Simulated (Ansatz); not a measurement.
**A computed series for hypothetical Pm-3n C: pressure series**

Base system: C (space group Pm-3n, No. 223; a = 3.877 Å; a hypothetical phase, not in the database extracts checked).

Cell and atoms are relaxed at each pressure.

Calculations: Ansatz (a first-principles code), PBE, PAW, cutoff 420 eV, scalar-relativistic without spin-orbit coupling.

Notes on the quantities. enthalpy: H = E + PV relative to the base's energy.

```tsv
case	volume per atom	enthalpy
base	7.28 Å³	–
pressure −2 GPa	7.38 Å³	-0.09 eV/atom
pressure −1 GPa	7.33 Å³	-0.05 eV/atom
pressure 0.3 GPa	7.27 Å³	+0.01 eV/atom
pressure 0.7 GPa	7.25 Å³	+0.03 eV/atom
pressure 1.5 GPa	7.21 Å³	+0.07 eV/atom
pressure 3 GPa	(withheld)	+0.14 eV/atom
pressure 5 GPa	7.06 Å³	+0.22 eV/atom
pressure 7.5 GPa	6.96 Å³	+0.33 eV/atom
pressure 10 GPa	6.86 Å³	+0.44 eV/atom
```

Question: Some entries are withheld; estimate them.

Answer: 
- pressure 3 GPa, volume per atom: 7.14 Å³

Load acts through the strain it causes; cell and atoms are relaxed under it. Whether these cells are dynamically stable was not tested. No other phases were tried under pressure.
